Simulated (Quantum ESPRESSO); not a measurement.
Input and output of a self-consistent single point for MgAu₃ (P1, 8 atoms in the cell) (Quantum ESPRESSO).

Computed with LDA (PZ), GBRV 1.5 ultrasoft (LDA) pseudopotentials (plane waves; Quantum ESPRESSO).

```
MgAu3
1.0
    5.78875     0.00000     0.00000
   -2.89438     5.01321     0.00000
    0.00000     0.00000     4.77569
Mg Au
2 6
Direct
  0.66929   0.33494   0.25385
  0.33116   0.66271   0.74924
  0.16159   0.33105   0.25076
  0.82809   0.66151   0.74760
  0.83321   0.17229   0.75762
  0.17044   0.83210   0.24490
  0.66985   0.83666   0.25061
  0.33637   0.16874   0.74541
```

Reference input (self-consistent single point, DFT, LDA (PZ), plane waves, GBRV 1.5 ultrasoft (LDA) pseudopotentials): ecutwfc = 40 Ry; ecutrho = 320 Ry; occupations = smearing; smearing = methfessel-paxton; degauss = 0.0073499 Ry; potentials = {Mg: mg_lda_v1.4.uspp.F.UPF, Au: au_lda_v1.uspp.F.UPF}; K_POINTS = automatic 7 7 7 0 0 0; conv_thr = 1e-11 Ry. This run's input differs from it in these lines:

```diff
@@ -38,3 +38,3 @@
 K_POINTS automatic
-7 7 7  0 0 0
+6 6 7  0 0 0
```

Output, abridged:

```
     Self-consistent Calculation

     iteration #  1     ecut=    40.00 Ry     beta= 0.70

     total energy              =    -939.37717948 Ry
     estimated scf accuracy    <       1.02840081 Ry

     iteration #  2     ecut=    40.00 Ry     beta= 0.70

     total energy              =    -939.68474453 Ry
     estimated scf accuracy    <       0.97677923 Ry

     iteration #  3     ecut=    40.00 Ry     beta= 0.70

     total energy              =    -939.86375410 Ry
     estimated scf accuracy    <       0.01354931 Ry

   [... 11 blocks of this kind left out ...]

     iteration # 15     ecut=    40.00 Ry     beta= 0.70

     total energy              =    -939.87032799 Ry
     estimated scf accuracy    <          1.4E-11 Ry

     iteration # 16     ecut=    40.00 Ry     beta= 0.70
     End of self-consistent calculation

     Number of k-points >= 100: set verbosity='high' to print the bands.

     the Fermi energy is    13.2274 ev

!    total energy              =    -939.87032799 Ry
     estimated scf accuracy    <          1.8E-12 Ry
     smearing contrib. (-TS)   =       0.00004692 Ry
     internal energy E=F+TS    =    -939.87037491 Ry

     convergence has been achieved in  16 iterations

     Forces acting on atoms (cartesian axes, Ry/au):

     atom    1 type  1   force =    -0.00364005   -0.00005206   -0.00197784
     atom    2 type  1   force =     0.00059196    0.00343568   -0.00043519
     atom    3 type  2   force =     0.00701019    0.00420068    0.00082808
     atom    4 type  2   force =     0.00149461    0.00931203    0.00119342
   [... lines left out ...]

     Total force =     0.019233     Total SCF correction =     0.000004

          total   stress  (Ry/bohr**3)                   (kbar)     P=      -70.88
  -0.00049081  -0.00000161   0.00000539          -72.20       -0.24        0.79
  -0.00000161  -0.00048597  -0.00000150           -0.24      -71.49       -0.22
   0.00000539  -0.00000150  -0.00046865            0.79       -0.22      -68.94

   JOB DONE.
```

The run converged in 16 iterations. Against the reference run the free energy falls by 2.0 meV/atom, the pressure stays near -7.09 GPa while the zz stress (positive for compression) goes from -6.56 to -6.89 GPa and the largest force goes from 0.226 to 0.244 eV/Å.

The starting cell comes from a database of computed structures (which also holds hypothetical and non-ambient phases and stackings), without a prior relaxation at this level. Its atoms were displaced at random from the sites of space group no. 194. With a pressure of about -7 GPa the cell is away from its equilibrium volume at this level.

Cost on one core of a shared machine: roughly 20 min.
